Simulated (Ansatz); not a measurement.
For AlB2-type LaCu2, LDA in Ansatz (plane waves, PAW) gives:

```
Quantity              Value
------------------  -------
lattice constant a  4.214 Å
c axis length       3.731 Å
```

Problem. What does r²SCAN (PAW; Ansatz, an electronic-structure program) give for the same quantities?

Solution. 
- lattice constant a: 4.302 Å (grows by 2.1 %)
- lattice parameter c: 3.864 Å (goes up by 3.6 %)

Changes are worked out from the printed values.

Unless a cell is named, each level is at its own relaxed cell (LDA 19.13, r²SCAN 20.65 Å³/atom).

Ansatz's density-functional and Hartree–Fock values are scalar-relativistic unless marked +SOC, with PAW data made under PBE.
